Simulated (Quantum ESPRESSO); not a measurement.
Worked example: self-consistent single point of AlGaN₂ (P3m1, 4 atoms in the cell) in Quantum ESPRESSO.

Level of theory: LDA (PZ), GBRV 1.5 ultrasoft (LDA) pseudopotentials (plane waves; Quantum ESPRESSO).

```yaml
crystal:
  lattice:
    - [3.12955, 0.00000, 0.00000]
    - [-1.56478, 2.71027, 0.00000]
    - [0.00000, 0.00000, 5.07141]
  atoms:
    - { symbol: Al, position: [0.00000, 0.00000, 0.00912] }
    - { symbol: Ga, position: [0.66667, 0.33333, 0.49717] }
    - { symbol: N, position: [0.66667, 0.33333, 0.11180] }
    - { symbol: N, position: [0.00000, 0.00000, 0.62816] }
```

Reference input (self-consistent single point, DFT, LDA (PZ), plane waves, GBRV 1.5 ultrasoft (LDA) pseudopotentials): ecutwfc = 50 Ry; ecutrho = 250 Ry; occupations = fixed; potentials = {Al: al_lda_v1.uspp.F.UPF, Ga: ga_lda_v1.4.uspp.F.UPF, N: n_lda_v1.2.uspp.F.UPF}; K_POINTS = automatic 7 7 3 0 0 0; nbnd = 24; conv_thr = 1e-10 Ry. This run's input differs from it in these lines:

```diff
@@ -15,4 +15,6 @@
  ecutrho = 250
- occupations = 'fixed'
- nbnd = 24
+ occupations = 'smearing'
+ smearing = 'fd'
+ degauss = 0.0036749
+ nbnd = 16
 /
```

Log, with long lists cut:

```
     Self-consistent Calculation

     iteration #  1     ecut=    50.00 Ry     beta= 0.70

---- Real-time Memory Report at c_bands before calling an iterative solver
           103 MiB given to the printing process from OS
            33 MiB allocation reported by mallinfo(arena+hblkhd)
------------------

 %%%%%%%%%%%%%%%%%%%%%%%%%%%%%%%%%%%%%%%%%%%%%%%%%%%%%%%%%%%%%%%%%%%%%%%%%%%%%%
     Error in routine efermig (1):
     internal error, cannot bracket Ef
 %%%%%%%%%%%%%%%%%%%%%%%%%%%%%%%%%%%%%%%%%%%%%%%%%%%%%%%%%%%%%%%%%%%%%%%%%%%%%%

     stopping ...
```

The program stopped with an error at about iteration 1. 

The starting cell comes from a database of computed structures (which also holds hypothetical and non-ambient phases and stackings), without a prior relaxation at this level. Its lattice was rescaled by up to half a per cent. One atom was moved a little off its site on purpose.
